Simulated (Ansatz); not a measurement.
**Ge, pressure series**

Base system: Ge in the diamond structure (space group Fd-3m, No. 227; a = 5.622 Å).

Cell and atoms are relaxed at each pressure.

The values are results of plane-wave PAW DFT at the LDA level (Ansatz, a program for electronic structure, 420 eV), no SOC, not measurements.

Notes on the quantities. enthalpy: H = E + PV relative to the base's energy.

```csv
case,enthalpy,shortest interatomic distance
base,–,2.434 Å
pressure −2 GPa,-0.28 eV/atom,2.459 Å
pressure −1 GPa,-0.14 eV/atom,2.446 Å
pressure 0.9 GPa,+0.12 eV/atom,…
pressure 2.1 GPa,+0.29 eV/atom,…
pressure 4.5 GPa,+0.61 eV/atom,…
pressure 9 GPa,+1.18 eV/atom,2.355 Å
pressure 15 GPa,+1.92 eV/atom,2.318 Å
pressure 22.5 GPa,+2.79 eV/atom,2.280 Å
pressure 30 GPa,+3.63 eV/atom,2.249 Å
```

### Question
Complete the table.

### Answer

- pressure 0.9 GPa, shortest interatomic distance: 2.425 Å
- pressure 2.1 GPa, shortest interatomic distance: 2.412 Å
- pressure 4.5 GPa, shortest interatomic distance: 2.390 Å

Load acts through the strain it causes; cell and atoms are relaxed under it. Stability against distortions was not tested. Measured, Ge leaves this structure (for the β-tin structure) near 10.6 GPa (room temperature; as listed in arXiv:1906.07825).
